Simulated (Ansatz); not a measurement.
Functionals compared on the (331) surface of germanium, no caps (bottom of the slab: built like the top, H on every dangling bond, free), in Ansatz (plane waves, PAW). The structure was relaxed with PBE; the other rows are single points on it. Cutoff 420 eV (500 eV for r2SCAN).

Set-up: 34 atoms, 9.7 Å thick at the start with caps and adatoms (thin: gaps and levels are the slab's own); mesh 4x4x1; 0.025 eV smearing; dipole correction on; 4 atoms held, the rest relaxed; no symmetry held; no spin (in PBE a spin-polarised start ends no clearly lower), no spin-orbit, no U. The slab shows no gap over 0.04 eV on its mesh. It is one candidate, not shown to be the stable structure of the face. These notes are the PBE run's.

```
functional  work function of the top face (eV)  rough cost of the single point
----------  ----------------------------------  ------------------------------
PBE                                       4.89                               –
r2SCAN                              (withheld)  around 12 core-minutes (rough)
```

**Question.** What belongs in the gaps?

**Answer.** 
- r2SCAN, work function of the top face (eV): 5.12

Ansatz is a program for electronic structure.
